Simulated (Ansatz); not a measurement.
The starting structures come from a database of crystals and need not be the phases stable at ambient conditions.

By PBEsol, the system below comes out a metal.

Without scattering a metal conducts by its projected Fermi surface.

Given:

```yaml
crystal:
  lattice:
    - [3.38795, 0.00000, 0.00000]
    - [0.00000, 4.13955, 0.00000]
    - [1.69398, -2.06977, 2.02919]
  atoms:
    - { symbol: Sn, position: [0.00000, 0.00000, 0.00000] }
```

Space group of this cell: Immm. The cell is strained (lengths across the current scaled by 1.02, ions clamped); by PBEsol its mean pressure is -3.5 GPa.

The current flows along the normal of the first two printed cell vectors. No spin-orbit coupling; the value is a mean over 0.1 eV about the Fermi level.

Predict the ballistic conductance per area from Ansatz (a program for electronic structure) with PBEsol.

1.2 × 10¹⁵ S/m² for both spins.
